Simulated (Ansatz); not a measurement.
System: CsCl-type TiCo. Method: PBE-D3(BJ) (Ansatz, a program for electronic structure, plane waves, PAW).

Run with plane-wave cutoff 520 eV, 22×22×22 k mesh, Fermi–Dirac smearing 0.032 eV (set by the program), no spin polarisation, scalar-relativistic PAW data made under PBE.

Computed at the level's own relaxed cell.

Elastic tensor (GPa, Voigt notation, ions relaxed):

```
  232.7   174.9   174.9     0.0     0.0     0.0
  174.9   232.7   174.9     0.0     0.0     0.0
  174.9   174.9   232.7     0.0     0.0     0.0
    0.0     0.0     0.0    66.5     0.0     0.0
    0.0     0.0     0.0     0.0    66.5     0.0
    0.0     0.0     0.0     0.0     0.0    66.5
```

Task: Work out the Voigt, Reuss and Hill averages of the bulk and shear moduli, Young's modulus and Poisson's ratio from the printed constants.

Result: K_V = [C11 + C22 + C33 + 2(C12 + C13 + C23)]/9 = [698.1 + 2 × 524.7]/9 = 194.2 GPa. G_V = [698.1 − 524.7 + 3 × 199.5]/15 = 51.5 GPa. From the compliances S = C⁻¹, K_R = 194.2 and G_R = 43.7 GPa. Hill means: K = 194.2, G = 47.6 GPa. E = 9KG/(3K + G) = 132 GPa, ν = (3K − 2G)/(6K + 2G) = 0.39, K/G = 4.08.

Note: the dispersion coefficients are held fixed in the derivatives.

Static lattice: no zero-point or thermal effects.
